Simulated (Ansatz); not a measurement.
Ansatz (a program for electronic structure), DFT, PBE, plane waves, its default PAW files: bcc W, 2 atoms. Basis and mesh were picked for this test and aren't claimed converged.

Ansatz 0.2 input:
```yaml
crystal:
  lattice:
    - [3.165, 0.0, 0.0]
    - [0.0, 3.165, 0.0]
    - [0.0, 0.0, 3.165]
  atoms:
    - { symbol: W, position: [0.0, 0.0, 0.0] }
    - { symbol: W, position: [0.5, 0.5, 0.5] }
kpoints:
  mp_grid: { grid: [16, 16, 16] }
hamiltonian:
  xc: pbe
  pseudopotentials: { kind: paw }
scf:
  occupations: { method: fermi_dirac, width: 0.1 }
output:
  forces: true
md:
  timestep: 1.0
  n_steps: 12
  ensemble: nve
  temperature: 600
  initial_velocities: maxwell_boltzmann
  seed: 7
```

The program reports k-points after symmetry: 2052, bands at the start: 18, electrons: 28, plane waves at Γ: 619, cutoff (eV): 420, FFT grid: 24×24×24, symmetry operations: 1.

Machine: one whole node, Arm Neoverse V2, 96 cores on 1 socket, no SMT, 1 L3 cache group; 94 cores' worth of CPU time may be used.

Wall times, medians of two to five repeats, each run alone on the node (launch to exit). Processes are pinned to neighbouring cores unless said otherwise. The times hold for this build (release build for Arm (Neoverse V2), one process with threads). Scratch files lie in a memory file system.

Started as
```bash
OMP_NUM_THREADS=64 ANSATZ_TIMINGS=1 ansatz run --backend cpu --threads 64 --max-ram 200GiB --events-out run.ndjson --runs-dir run.runs --progress --plain run.yaml
```
(64 threads, md.density_extrapolation = not set) it takes 19 s and 55 SCF iterations (all cycles of the run, searches included).

**Question.** How long does it take after this change: md.density_extrapolation = second_order?

**Answer.** About 22 s (2 runs within 5 %): 1.2× as long. What the program resolved moves too: residual threshold (eV) from 2e-09 to 1e-07. SCF iterations (all cycles of the run, searches included) go from 55 to 78; applications of H to a band go from 5465549 to 5947889. Change in the result: energy under 0.001 meV/atom, forces (largest component) under 0.001 meV/Å.
